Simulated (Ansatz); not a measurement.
Take CuI in the zinc blende structure (space group F-43m, No. 216) as the base.

```yaml
crystal:
  lattice:
    - [0.00000, 2.93094, 2.93094]
    - [2.93094, 0.00000, 2.93094]
    - [2.93094, 2.93094, 0.00000]
  atoms:
    - { symbol: Cu, position: [0.00000, 0.00000, 0.00000] }
    - { symbol: I, position: [0.25000, 0.25000, 0.25000] }
```

Computed with LDA/PAW in Ansatz (a program for electronic structure), no spin-orbit coupling.

Base values:

| Item | Value |
|---|---|
| Hole mass | 0.18, 0.57, 0.57 mₑ (at Γ) |
| Lattice parameter a | 5.862 Å |
| Electron mass | 0.14 mₑ (at Γ) |

One thing is altered: a negative pressure, −2 GPa.

Question: Predict the new hole mass, mean gap deformation potential ΔEg/Δln V, lattice parameter a and electron mass.

Answer: The hole mass (degenerate bands, along [100]) goes from 0.18, 0.57, 0.57 mₑ (at Γ) to 0.18, 0.63, 0.63 mₑ (at Γ); the mean gap deformation potential ΔEg/Δln V is -3.0 eV; the lattice parameter a grows by 0.076 Å (5.862 Å → 5.938 Å); the electron mass becomes 0.13 mₑ (at Γ) (base: 0.14 mₑ (at Γ)).

Spin-orbit coupling, missing from the scalar runs, can matter with I. Load acts through the strain it causes; cell and atoms are relaxed under it. Effective masses come from finite differences of ±0.01 Å⁻¹. Whether these cells are dynamically stable was not tested. All final runs are without spin polarisation.
